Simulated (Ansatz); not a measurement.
## How the lattice parameter c of NbSi (model structure, started from the TiAs type, P6₃/mmc, No. 194, 8 atoms in the cell) moves with the method

No measured value is used here.

| level (code) | value (Å) |
|---|---|
| PBE (Ansatz) | … |
| PBEsol (Ansatz) | 12.351 |
| PBE-D3(BJ) (Ansatz) | 12.345 |

Problem. What belongs in the gaps?

Solution. 
- PBE (Ansatz, a program for electronic structure), value (Å): 12.434

Ansatz's density-functional and Hartree–Fock values are scalar-relativistic unless marked +SOC, with PAW data made under PBE.

A model structure was made by putting elements into a prototype or built by hand; it is no filed structure, need not be a known phase, and can be a saddle point held by its symmetry.
